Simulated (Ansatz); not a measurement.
We consider SiO2 (P4₃2₁2, No. 96), described by r²SCAN+rVV10 (Ansatz, a quantum-chemistry and plane-wave program, plane waves, PAW).

Numerical settings: plane-wave cutoff 560 eV, 8×8×6 k mesh (along the axes of the cell as run), Fermi–Dirac smearing 0.01 eV, scalar-relativistic PAW data made under PBE.

Computed at the level's own relaxed cell.

Problem. What does this level give for the band gap, equilibrium lattice constant a and c axis length?

Solution. 
- band gap: 6.35 eV (direct)
- equilibrium lattice constant a: 4.898 Å
- c axis length: 6.748 Å

Note: the volume lies 5 % below that of the published cell.

The computed numbers hold no vibrational or temperature effects.

Cost on a shared machine: about 2.4 core-minutes (a rough figure).
